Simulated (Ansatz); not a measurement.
Consider a 20-atom cell of (Mo,Ti) started in the body-centred cubic structure, site fractions Mo 0.250, Ti 0.750, short-range order 0.00 among the nearest mixed sites of the first mixed sublattice (0 is random, a negative value favours unlike neighbours), space group P1 at the end. Its start:

```
CELL_PARAMETERS angstrom
      6.41172    -0.11479    -3.22973
      3.31546    -6.49237    -0.01042
     -3.19310     0.05075    -6.43382
ATOMIC_POSITIONS crystal
  Mo 0.80865 0.75967 0.85795
  Ti 0.20384 0.49515 0.88699
  Ti 0.59845 0.25261 0.95205
  Ti 0.22538 0.72600 0.63339
  Mo 0.60530 0.49223 0.70588
  Mo 0.60328 0.75155 0.44462
  Ti 0.99347 0.25648 0.75037
  Ti 0.42295 0.97834 0.78710
  Ti 0.98070 0.51672 0.51178
  Mo 0.38754 0.24536 0.55249
  Ti 0.79295 0.99985 0.60111
  Ti 0.00658 0.74613 0.24807
  Mo 0.39135 0.49841 0.28983
  Ti 0.77011 0.27573 0.36544
  Ti 0.40611 0.74181 0.04633
  Ti 0.79650 0.50926 0.10274
  Ti 0.20729 0.99883 0.40201
  Ti 0.20313 0.25782 0.15416
  Ti 0.59679 0.00176 0.21208
  Ti 0.99965 0.99629 0.99561
```

These are PBE (plane waves to 420 eV, PAW; Ansatz, a quantum-chemistry and plane-wave program) values and carry that method's errors. Spin–orbit coupling is left out; the runs are not spin-polarised. Its k-point mesh 5×5×5, Fermi–Dirac width 0.05 eV.

**Question.** Predict the alloy's volume and bond lengths.

**Answer.** 
| Property | Result |
|---|---|
| volume per atom | 16.68 Å³ |
| Ti–Ti bonds (within 1.22 times the sum of covalent radii) | 2.992 Å on average, from 2.692 to 3.703 (78) |
| Mo–Ti bonds (within 1.22 times the sum of covalent radii) | 2.973 Å on average, from 2.610 to 3.532 (54) |
| Mo–Mo bonds (within 1.22 times the sum of covalent radii) | 2.918 Å on average, from 2.659 to 3.350 (8) |
| check of the structure type | not passed: over a tenth of the atoms count other neighbours than the ideal type within 1.2 times their shortest bond (scaled by covalent radii), so no mixing enthalpy is given |
